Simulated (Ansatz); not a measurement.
Functionals compared on H on the 1x1 (0001) surface of hcp Sc, one in a 2x2 cell, started at the site 'hollow Sc-Sc-Sc', in Ansatz (plane waves, PAW). The structure was relaxed with PBE; the other rows are single points on it, each with its references at the same level. Cutoff 420 eV (500 eV for r2SCAN).

Set-up: 17 atoms, 7.6 Å thick at the start under the adsorbate (thin: gaps and levels are the slab's own); mesh 5x5x1; 0.1 eV smearing; dipole correction on; 8 atoms held, the rest relaxed; symmetry of the start imposed; no spin, no spin-orbit, no U, no dispersion correction. At the end it is bonded to 3 Sc. In PBE it is, or lies within 0.03 eV of, the lowest of the starts that converged. These notes are the PBE run's. Adsorption energies are against ½ H2(g). A negative adsorption energy means that the adsorbate is more stable on the surface than in its reference.

```tsv
functional	adsorption energy (eV)	work function of the top face (eV)	change of the work function (eV)	rough cost of the single point
PBE	-1.10	3.45	-0.13	–
RPBE	-1.01	3.33	-0.16	very roughly 50 core-seconds
r2SCAN	___	___	___	about 110 core-seconds (a rough figure)
```

Question: Some entries are withheld; supply them.

Answer: 
- r2SCAN, adsorption energy (eV): -1.27
- r2SCAN, work function of the top face (eV): 3.44
- r2SCAN, change of the work function (eV): -0.21

Ansatz is a first-principles code.
